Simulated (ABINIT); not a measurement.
**σxx against uniaxial strain in fcc Al (space group 225): C11 (ABINIT, PBEsol)**

```xyz
1
Lattice="0.0000 2.0062 2.0062 1.9762 0.0000 2.0062 1.9762 2.0062 0.0000" Properties=species:S:1:pos:R:3 pbc="T T T"
Al     0.0000     0.0000     0.0000
```

Computed with PBEsol, norm-conserving pseudopotentials (PseudoDojo nc-sr-04 PBEsol standard) (plane waves; ABINIT 10.0.3). Settings: pseudos = [Al.upf]; ecut = 707 eV; occopt = 3; tsmear = 0.05 eV; ngkpt = 38 38 38; nshiftk = 1; shiftk = 0 0 0; potentials = PseudoDojo nc-sr-04 PBEsol standard; nband = 7; kptopt = 1; nstep = 50; toldfe = 1e-09 Ha. The cell above is the first row's. The rows stretch one cube axis (x) by the strain ε and hold the other two. Stress is positive in tension. In all rows the k mesh is held.

```
ε (%)  σxx (GPa)
-----  ---------
-1.5           ?
-1.0       -1.18
-0.5       -0.57
0.0         0.00
0.5         0.56
1.0         1.11
1.5         1.64
2.0         2.14
```

The 7 complete rows are fitted with a parabola, σxx against ε. Least squares gives σxx = 0.003 + 1.1431·ε - 0.0367·ε². Residuals (row less fit): -0.003, 0.008, -0.003, -0.005, 0.001, 0.005, -0.002; standard error 0.006 (degrees of freedom: 4). The slope at ε = 0, 1.1431 GPa per cent, gives C11 ≈ 100 × 1.1431 = 114 GPa, for the static lattice.

Q: Predict the withheld σxx at ε = -1.5 from the fit, and compare with the calculation.

A: σxx = 0.003 + 1.1431 × (-1.5) - 0.0367 × (-1.5)² = -1.794 GPa. The calculation gives -1.83 GPa, 0.036 GPa below the prediction (0.9 % of the range of σxx in the table). The row lies outside the fitted rows, so this is an extrapolation. From the scatter of the fitted rows alone, a prediction at this place has a standard error of 0.011 GPa, so the miss is 3.3 times that.

Carrying the step between the two nearest rows on in a straight line would have given -1.79, off by 0.04; series whose last step already gives the withheld value aren't shown. The reference cell has the volume at which an earlier scan in this program and functional put its minimum by a fit. The unstrained cell stands at a pressure of 0.00 GPa, and the constants belong to that pressure. Without a gap such slopes are sensitive to mesh and smearing. Cutoffs and mesh are single choices, not tested for convergence of this quantity. Series with a scatter that would blur these digits, or in which a gap closes, are not shown. Strain series were run only where this level's volume lies within 10 % of a first guess from the measured size.

Terms beyond the fitted order, or numerical noise in single rows, can give a miss of this size; the table doesn't tell which.
